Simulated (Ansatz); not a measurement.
CaO, response to strain

The reference is CaO in the rock salt structure (space group Fm-3m, No. 225).

```cif
data_Ca4O4
_chemical_formula_sum 'O4 Ca4'
_space_group_name_H-M_alt 'Fm-3m'
_space_group_IT_number 225
_space_group_name_Hall '-F 4 2 3'
_cell_length_a 4.83070
_cell_length_b 4.83070
_cell_length_c 4.83070
_cell_angle_alpha 90.000
_cell_angle_beta 90.000
_cell_angle_gamma 90.000
loop_
_atom_site_label
_atom_site_type_symbol
_atom_site_symmetry_multiplicity
_atom_site_Wyckoff_symbol
_atom_site_fract_x
_atom_site_fract_y
_atom_site_fract_z
_atom_site_occupancy
O1 O 4 a 0.00000 0.00000 0.00000 1
Ca1 Ca 4 b 0.50000 0.50000 0.50000 1
```
(The calculation used a cell of 2 atoms; values per cell refer to that cell.)

Strains are applied to the cell and any free atomic positions relax.

Level of theory: Ansatz (a quantum-chemistry and plane-wave program), PBE, PAW, cutoff 420 eV, scalar-relativistic without spin-orbit coupling.

```json
[
 {"isotropic strain (%)": "-2.38", "pressure (GPa)": "8.9"},
 {"isotropic strain (%)": "-0.17", "pressure (GPa)": "0.6"},
 {"isotropic strain (%)": "0", "pressure (GPa)": "0.0"},
 {"isotropic strain (%)": "0.26", "pressure (GPa)": "?"},
 {"isotropic strain (%)": "0.62", "pressure (GPa)": "-1.9"}
]
```

Problem. Fit P = P₀ − Bδ + Cδ² with δ = (1 + ε)³ − 1 to the rows shown and predict the withheld row.

Solution. Least squares on the printed values gives P₀ = 0.0 GPa, B = 108 GPa, C = 276 GPa (largest residual 0.0 GPa); this predicts -0.8 GPa, and the run gives -0.8 GPa, in agreement.

Whether these cells are dynamically stable was not tested.
